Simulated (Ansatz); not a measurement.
Hypothetical P-6m2 Ti2InB2, response to strain

Start from Ti2InB2 (space group P-6m2, No. 187; a = 3.082 Å, c = 7.936 Å; a hypothetical phase, not in the database extracts checked). Axes: x lies along a and z along c of the hexagonal cell.

Strains are applied to the cell and any free atomic positions relax; under stress the whole cell relaxes.

Level of theory: PBE (Ansatz, an electronic-structure program), no spin-orbit coupling.

Candidates:
(a) uniaxial strain ε_zz = −0.61 %
(b) uniaxial stress, 3 GPa compression along z
(c) strain tensor (xx, yy, zz, yz, xz, xy) = (+0.13, −1.46, −2.23, +2.23, +0.49, −0.25) %
(d) uniaxial strain ε_xx = −3.01 %

Notes on the quantities. energy relative to the base: free energy F.

Problem. Order them by energy relative to the base, lowest first.

Solution. (a) uniaxial strain ε_zz = −0.61 % (+0.4 meV/atom), (b) uniaxial stress, 3 GPa compression along z (+1.4 meV/atom), (d) uniaxial strain ε_xx = −3.01 % (+14 meV/atom), (c) strain tensor (xx, yy, zz, yz, xz, xy) = (+0.13, −1.46, −2.23, +2.23, +0.49, −0.25) % (+20 meV/atom)

Without a gap, meshes like the base's 17×17×6 leave anisotropic stresses uncertain by several tenths of a GPa, and small strain energies with them. Beyond what the load breaks, stability against distortions was not tested. The final runs are not spin-polarised. An odd electron count without spin: Ti2InB2.
